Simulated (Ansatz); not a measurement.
Start from GaN in the rock salt structure (space group Fm-3m, No. 225; a = 4.2195 Å).

One thing is altered: hydrostatic tension (pressure −1 GPa).

Levels (all Ansatz, an electronic-structure program, PAW): PBEsol (420 eV, no SOC); PBEsol+SOC (420 eV, with spin-orbit coupling).

The geometry is relaxed with PBEsol.

- PBEsol gap character = indirect, K–Γ (52 % along) → X
- PBEsol smallest direct gap = 2.75 eV
- PBEsol band gap = 0.51 eV

With PBEsol+SOC at the same geometry, the gap character is still indirect, K–Γ (52 % along) → X; the smallest direct gap decreases by 0.02 eV (2.75 eV → 2.73 eV); the band gap is nearly the same (0.51 eV against 0.52 eV).

Single points use the geometry relaxed with PBEsol. The spin-orbit shifts are approximate. Load acts through the strain it causes; cell and atoms are relaxed under it. Stability against distortions was not tested. This is not the structure that GaN has at room temperature and ambient pressure.
